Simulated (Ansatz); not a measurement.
Convergence study of the k-point mesh at a smearing width of 0.02 eV for Mg (R3m, 3 atoms in the cell)

```xyz
3
Lattice="1.5879 0.9168 7.6768 -1.5879 0.9168 7.6768 0.0000 -1.8336 7.6768" Properties=species:S:1:pos:R:3 pbc="T T T"
Mg     0.0000     0.0000     0.0500
Mg     0.0000     0.0000     5.1112
Mg     0.0000     0.0000    17.9191
```

Method: PBEsol, default PAW files made with PBE (plane waves; Ansatz, a first-principles code).

Base settings: basis.ecutwfc = 420 eV; kpoints.mp_grid.grid = 12 12 12; hamiltonian.xc = pbesol; hamiltonian.pseudopotentials = {kind: paw} (the program's default PAW files); scf.occupations.method = gaussian; scf.occupations.width = 0.1 eV.

In this ladder: scf.occupations.width = 0.02 eV.

Only quantities that move along the ladder and can be compared are tabulated.

The count of work is k-points × plane waves × bands × iterations; it is no time. Core times come from one kind of shared machine, to one figure; runs under 30 s give none.

The starting cell comes from a database of computed structures (which also holds hypothetical and non-ambient phases and stackings), without a prior relaxation at this level. Its lattice was rescaled by up to half a per cent. One atom was moved a little off its site on purpose. Ansatz's pressure includes its estimate of the finite-basis (Pulay) stress.

Steps (kpoints.mp_grid.grid): 4 4 4; 5 5 5; 6 6 6; 7 7 7; 9 9 9; 11 11 11; 13 13 13; 16 16 16; 19 19 19; 28 28 28.

### Question
What is the coarsest kpoints.mp_grid.grid that holds the forces within 0.005 eV/Å of the last step, with all finer ones?

### Answer
16 16 16, at 0.20 of the last step's count of work and about 0.2 of the last step's time; the step before is off by 0.008 eV/Å.

### Question
What is the coarsest kpoints.mp_grid.grid that holds the free energy within 1 meV/atom?

### Answer
Not settled: the last two steps still differ by 1.1 meV/atom, over half the tolerance, so the ladder does not show it.

### Question
What is the coarsest kpoints.mp_grid.grid that holds the pressure within 0.05 GPa of the last step, with all finer ones?

### Answer
9 9 9, at 0.042 of the last step's count of work; the step before is off by 0.09 GPa.

| kpoints.mp_grid.grid | free energy less the last step's (meV/atom) | pressure (GPa) | largest difference of a force vector from the last step's (eV/Å) | count of work / last | core time / last (rough) |
|---|---|---|---|---|---|
| 4 4 4 | -68.66 | 0.35 | 0.040 | 0.0074 | – |
| 5 5 5 | -1.09 | 0.36 | 0.006 | 0.011 | – |
| 6 6 6 | 32.66 | 0.38 | 0.009 | 0.021 | – |
| 7 7 7 | -2.03 | 0.46 | 0.022 | 0.022 | – |
| 9 9 9 | 4.81 | 0.38 | 0.014 | 0.042 | – |
| 11 11 11 | -3.21 | 0.35 | 0.005 | 0.071 | – |
| 13 13 13 | 3.58 | 0.42 | 0.008 | 0.11 | – |
| 16 16 16 | 1.86 | 0.38 | 0.002 | 0.20 | 0.2 |
| 19 19 19 | 1.09 | 0.38 | 0.002 | 0.33 | 0.3 |
| 28 28 28 | 0.00 | 0.37 | 0.000 | 1.0 | 1 |

Keys are those of Ansatz 0.2.
